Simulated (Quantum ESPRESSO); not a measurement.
## Short convergence ladders for Re (P6_3/mmc, 2 atoms in the cell)

```yaml
crystal:
  lattice:
    - [1.37310, -2.37828, 0.00000]
    - [1.37310, 2.37828, 0.00000]
    - [0.00000, 0.00000, 4.43770]
  atoms:
    - { symbol: Re, position: [0.33333, 0.66667, 0.25000] }
    - { symbol: Re, position: [0.66667, 0.33333, 0.75000] }
```

Base method: PBE, SSSP 1.1.2 efficiency (PBE) pseudopotentials (plane waves; Quantum ESPRESSO).

Base settings: ecutwfc = 40 Ry; ecutrho = 320 Ry; occupations = smearing; smearing = gaussian; degauss = 0.0073499 Ry; potentials = {Re: Re_pbe_v1.2.uspp.F.UPF}; K_POINTS = automatic 10 10 6 0 0 0; conv_thr = 1e-10 Ry.

**Zone-centre phonons against the cutoff**

In this ladder: ph.x.tr2_ph = 1e-14; ph.x.fildyn = dyn.G; dynmat.x.fildyn = dyn.G; dynmat.x.asr = crystal. Moved along: ecutrho.

The mesh stays at the base's, so the ladder's end is converged at best in this setting alone.

Frequencies are those of the unrelaxed cell, without the LO-TO term of polar crystals.

Only quantities that move along the ladder and can be compared are tabulated.

| ecutwfc | highest zone-centre frequency (cm⁻¹) |
|---|---|
| 20 Ry | 152.2 |
| 24 Ry | 132.4 |
| 28 Ry | 136.0 |
| 40 Ry | 135.6 |
| 60 Ry | 135.7 |

Coarsest ecutwfc that holds the highest zone-centre frequency within 2 cm⁻¹ of the last step, with all finer ones: 28 Ry; the step before is off by 3.4 cm⁻¹.

**Zone-centre phonons against the SCF threshold**

In this ladder: ph.x.tr2_ph = 1e-14; ph.x.fildyn = dyn.G; dynmat.x.fildyn = dyn.G; dynmat.x.asr = crystal.

The mesh stays at the base's, so the ladder's end is converged at best in this setting alone.

Frequencies are those of the unrelaxed cell, without the LO-TO term of polar crystals.

Only quantities that move along the ladder and can be compared are tabulated.

| conv_thr | highest zone-centre frequency (cm⁻¹) |
|---|---|
| 7.3e-05 Ry | 133.6 |
| 7.3e-07 Ry | 133.6 |
| 7.3e-09 Ry | 135.8 |
| 7.3e-13 Ry | 135.6 |

Coarsest conv_thr that holds the highest zone-centre frequency within 1 cm⁻¹ of the last step, with all finer ones: 7.3e-09 Ry; the step before is off by 1.9 cm⁻¹.

On the base run: the starting cell has typed, rounded lattice constants, without a prior relaxation at this level. Its lattice was rescaled by up to half a per cent. Spin polarisation is off. In the base run, with a pressure of about 11 GPa the cell is away from its equilibrium volume at this level.
